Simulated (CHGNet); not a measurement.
## 1T (CdI2-type) MgI₂

Computed with the machine-learned potential CHGNet-r²SCAN (trained on r²SCAN data).

Cell: relaxed at this level.

```json
{
 "lattice_constant_a": "4.227 Å",
 "c axis length": "7.044 Å",
 "volume_per_atom": "36.34 Å³/atom"
}
```

Measured, for comparison: lattice constant a 4.14 Å, lattice parameter c 6.88 Å (temperature not stated, copied from a table, unchecked, not corrected to a static lattice; as tabulated in Crystal Structures 1, 239 (1963)). Computed (rounded) less measured: lattice constant a not scored (unchecked), lattice parameter c not scored (unchecked).

A machine-learned potential is trained on density-functional data: it inherits that level's misses and adds fitting errors of its own.

Note: this model's volume lies 7 % above that of the starting cell (a measured, published or database cell).
